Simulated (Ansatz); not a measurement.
## Computed paths: interstitial Li in 2H silicon carbide, charge state +1

Consider interstitial Li in 2H silicon carbide, charge state +1. These are PBE, PAW (plane waves to 420 eV; Ansatz, an electronic-structure program) values and carry that method's errors.

72-site cell at the relaxed PBE lattice, the Γ point alone, smearing 0.01 eV, spin-restricted, no finite-size correction. Energies are static. The host's phase is taken as given; its stability against other phases was not computed. The charge state is imposed; whether it is stable for some Fermi level was not computed. Sites that were not tried may lie lower.

Barriers: single points on a 2×2×2 k-point mesh shifted by half a step along c at the bands' geometries.

```csv
Route,Start site over the lowest site run (eV),Hop (Å),Forward barrier (eV),Backward barrier (eV),Neighbours at the start,Neighbours at the saddle,Saddle order,"Forward, on the band's own sampling (eV)"
Li moves alone to another site,0.00,2.54,1.81,1.81,"3 C at 1.94, 3 C at 2.50; 3 Si at 2.22, 3 Si at 2.33 Å",3 C at 1.85; 3 Si at 1.97 Å,"not checked, on a symmetry element",1.79
```

Paths come from climbing-image nudged elastic band runs.  A band can be held on a symmetry element, so unchecked saddle points there may be too high. A further band (Li moves alone to another site, 3.09 Å) gave 1.99 eV forward on its own sampling, 1.99 eV above the lowest site run, but a shoulder points to a second hump between its images, so it is not taken as a result.
